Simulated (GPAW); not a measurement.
**A self-consistent single point of Lu2Ga3Cu (P3m1, 6 atoms in the cell) with GPAW**

Computed with LDA (Perdew-Wang 92), GPAW PAW datasets LDA (gpaw-data 1.0.1) (plane waves; GPAW).

Input:

```python
from ase import Atoms
from ase.units import GPa
from gpaw import GPAW, PW

atoms = Atoms(['Lu', 'Lu', 'Ga', 'Ga', 'Ga', 'Cu'],
              cell=[[4.281980, 0.000000, 0.000000],
                    [-2.140990, 3.708303, 0.000000],
                    [0.000000, 0.000000, 6.979970]],
              positions=[[2.140992, 1.236100, 5.096634],
                         [2.140992, 1.236100, 1.825472],
                         [0.000000, 0.000000, 3.320302],
                         [0.000000, 0.000000, 0.326174],
                         [-0.000002, 2.472203, 6.611079],
                         [-0.000002, 2.472203, 3.760180]],
              pbc=True)

calc = GPAW(mode=PW(800),
            xc='LDA',
            kpts={'size': (6, 6, 3), 'gamma': True},
            occupations={'name': 'methfessel-paxton', 'width': 0.136, 'order': 0},
            nbands=-14,
            symmetry={'symmorphic': False, 'tolerance': 0.0005},
            maxiter=100)

atoms.calc = calc

energy = atoms.get_potential_energy()
print('Energy (eV):', round(energy, 6))
forces = atoms.get_forces()
print('Forces (eV/Ang):')
print(forces.round(5))
stress = atoms.get_stress()
print('Stress (GPa, Voigt):', (stress / GPa).round(4))
```

Output (repeated stretches shortened):

```
Input parameters:
  kpts: {gamma: True,
         size: (6, 6, 3)}
  maxiter: 100
  mode: {ecut: 800.0,
         name: pw}
  nbands: -14
  occupations: {name: methfessel-paxton,
                order: 0,
                width: 0.136}
  symmetry: {symmorphic: False,
             tolerance: 0.0005}

species:
  Lu:
    name: Lutetium
    Z: 71.0
    valence: 25
    core: 46
    charge: 0.0
    file: Lu.LDA.gz

    # Using partial waves for Lu as LCAO basis

  Ga:
    name: Gallium
    Z: 31.0
    valence: 3
    core: 28
    charge: 0.0
    file: Ga.LDA.gz

    # Using partial waves for Ga as LCAO basis

  Cu:
    name: Copper
    Z: 29.0
    valence: 11
    core: 18
    charge: 0.0
    file: Cu.LDA.gz

    # Using partial waves for Cu as LCAO basis

Reference energy: -995469.583505  # eV

Spin-paired calculation

Convergence criteria:
 Maximum [total energy] change in last 3 cyles: 0.0005 eV / valence electron
 Maximum integral of absolute [dens]ity change: 0.0001 electrons / valence electron
 Maximum integral of absolute [eigenst]ate change: 4e-08 eV^2 / valence electron
 Maximum number of scf [iter]ations: 100

Symmetries present (total): 6
Symmetries with fractional translations: 0
108 k-points: 6 x 6 x 3 Monkhorst-Pack grid + [1/12,1/12,0.000000]
17 k-points in the irreducible part of the Brillouin zone
       k-points in crystal coordinates                weights
   0:     0.00000000    0.00000000    0.00000000          1/108
   1:     0.00000000    0.00000000    0.33333333          2/108
   2:     0.16666667    0.00000000   -0.33333333          6/108
   [... 7 lines left out ...]
          ...
  16:     0.50000000    0.50000000    0.33333333          6/108

Wave functions: Plane wave expansion
  Cutoff energy: 800.000 eV
  Number of coefficients (min, max): 5637, 5724
  Pulay-stress correction: 0.000000 eV/Ang^3 (de/decut=0.000000)

Occupation numbers: Methfessel-Paxton:
  width: 0.1360  # eV
  order: 0

Eigensolver

Densities:
  Coarse grid: 28*28*48 grid
  Fine grid: 56*56*96 grid
  Total Charge: 0.000000

Density mixing:
  Method: separate
  Backend: pulay
  Linear mixing parameter: 0.05
  old densities: 5
  Damping of long wavelength oscillations: 50

Hamiltonian:
  XC and Coulomb potentials evaluated on a 56*56*96 grid
  External potential:
    NoExternalPotential

Number of atoms: 6
Number of atomic orbitals: 61
Number of bands in calculation: 49
Number of valence electrons: 70
Bands to converge: occupied

Density initialized from atomic densities
  49 bands from LCAO basis set

Atomic positions and initial magnetic moments

Positions:
   0 Lu     2.140992    1.236100    5.096634    ( 0.0000,  0.0000,  0.0000)
   1 Lu     2.140992    1.236100    1.825472    ( 0.0000,  0.0000,  0.0000)
   2 Ga     0.000000    0.000000    3.320302    ( 0.0000,  0.0000,  0.0000)
   3 Ga     0.000000    0.000000    0.326174    ( 0.0000,  0.0000,  0.0000)
   4 Ga    -0.000002    2.472203    6.611079    ( 0.0000,  0.0000,  0.0000)
   5 Cu    -0.000002    2.472203    3.760180    ( 0.0000,  0.0000,  0.0000)

Unit cell:
           periodic     x           y           z      points  spacing
  1. axis:    yes    4.281980    0.000000    0.000000    28     0.1324
  2. axis:    yes   -2.140990    3.708303    0.000000    28     0.1324
  3. axis:    yes    0.000000    0.000000    6.979970    48     0.1454

  Lengths:   4.281980   4.281980   6.979970
  Angles:   90.000000  90.000000 120.000003

Effective grid spacing dv^(1/3) = 0.1433

     iter     time        total  log10-change:
                         energy   eigst   dens
iter:   1 --:--:--   -31.205778
iter:   2 --:--:--   -29.403958   -1.41  -1.33
iter:   3 --:--:--   -28.798519   -1.60  -1.39
iter:   4 --:--:--   -28.697247   -1.05  -1.46
iter:   5 --:--:--   -28.656653   -1.68  -1.72
iter:   6 --:--:--   -30.586671   -0.74  -1.83
iter:   7 --:--:--   -29.004121   -1.84  -1.59
iter:   8 --:--:--   -28.340675   -1.33  -1.90
iter:   9 --:--:--   -28.313498   -2.61  -2.38
iter:  10 --:--:--   -28.302858   -2.99  -2.50
iter:  11 --:--:--   -28.304506c  -3.16  -2.63
iter:  12 --:--:--   -28.299755c  -4.13  -2.78
iter:  13 --:--:--   -28.301682c  -3.09  -2.82
iter:  14 --:--:--   -28.298868c  -3.20  -2.82
iter:  15 --:--:--   -28.297911c  -4.38  -3.23
iter:  16 --:--:--   -28.297953c  -5.17  -3.53
iter:  17 --:--:--   -28.297859c  -5.23  -3.68
iter:  18 --:--:--   -28.297806c  -5.24  -3.80
iter:  19 --:--:--   -28.297793c  -6.69  -3.99
iter:  20 --:--:--   -28.297785c  -6.45  -4.03c
iter:  21 --:--:--   -28.297783c  -6.45  -4.05c
iter:  22 --:--:--   -28.297780c  -7.53c -4.19c

Converged after 22 iterations.

Dipole moment: (3.047315, -1.759366, 0.076448) |e|*Ang

Energy contributions relative to reference atoms: (reference = -995469.583505)

Kinetic:        +21.297979
Potential:      -14.431970
External:        +0.000000
XC:             -35.061776
Entropy (-ST):   -0.019483
Local:           -0.092271
SIC:             +0.000000
--------------------------
Free energy:    -28.307521
Extrapolated:   -28.297780

Showing only first 2 kpts
 Kpt  Band  Eigenvalues  Occupancy
  0    33      8.82911    0.00000
  0    34      8.82912    0.00000
  0    35      9.18128    0.00000
  0    36      9.96281    0.00000

  1    33      8.44905    0.00018
  1    34      8.44905    0.00018
  1    35      9.23325    0.00000
  1    36      9.23326    0.00000

Fermi level: 8.08940

No gap
No difference between direct/indirect transitions
Energy (eV): -28.29778

Forces in eV/Ang:
  0 Lu    0.00000    0.00000   -0.01144
  1 Lu    0.00000   -0.00000   -0.04241
  2 Ga    0.00000   -0.00000    0.09024
  3 Ga   -0.00000   -0.00000    0.00305
  4 Ga    0.00000    0.00000   -0.03568
  5 Cu    0.00000    0.00000   -0.00456

Stress tensor:
     0.027528     0.000000     0.000000
     0.000000     0.027528    -0.000000
     0.000000    -0.000000     0.029650
Stress (GPa, Voigt): [ 4.4104  4.4104  4.7504 -0.      0.      0.    ]
```

The run converged in 22 iterations. GPAW prints stress with tension positive.

The starting cell comes from a database of computed structures (which also holds hypothetical and non-ambient phases and stackings), without a prior relaxation at this level. Spin-orbit coupling is off. Spin polarisation is off. With a pressure of about -5 GPa the cell is away from its equilibrium volume at this level.

Cost on one core of a shared machine: roughly 70 s.
